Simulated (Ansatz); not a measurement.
Base system: WSe₂ (space group P6_3/mmc, No. 194; layered, stacked along the Cartesian z axis).

```
WSe2
1.0
    3.23049     0.00000     0.00000
   -1.61525     2.79769     0.00000
    0.00000     0.00000    12.41108
W Se
2 4
Cartesian
  1.61525   0.93256   9.30831
  0.00000   1.86513   3.10277
  1.61525   0.93256   4.78381
  0.00000   1.86513  10.98935
  0.00000   1.86513   7.62726
  1.61525   0.93256   1.42172
```

The values are results of PBEsol-D3(BJ) (Ansatz, a first-principles code; PAW; 420 eV plane waves; without spin-orbit coupling), not measurements.

One change was made to it. Results:

```csv
quantity,base,after
"valence-band top at Γ (three highest levels, from the VBM)","0.00, -0.78, -1.48 eV","0.00, -0.56, -1.48 eV"
band gap,0.67 eV,0.47 eV
lattice parameter a,3.230 Å,3.186 Å
```

Question: Which change produced these results?
A) pressure 5 GPa
B) pressure 0.3 GPa
C) pressure −2 GPa
D) pressure 1.5 GPa
E) pressure −1 GPa

Answer: A, pressure 5 GPa. For comparison, the band gap in the other runs: pressure −2 GPa gives 0.80 eV; pressure −1 GPa gives 0.73 eV; pressure 0.3 GPa gives 0.66 eV; pressure 1.5 GPa gives 0.60 eV.

Spin-orbit coupling, missing from the scalar runs, can matter with W. Load acts through the strain it causes; cell and atoms are relaxed under it. Whether these cells are dynamically stable was not tested. No other phases were tried under pressure.
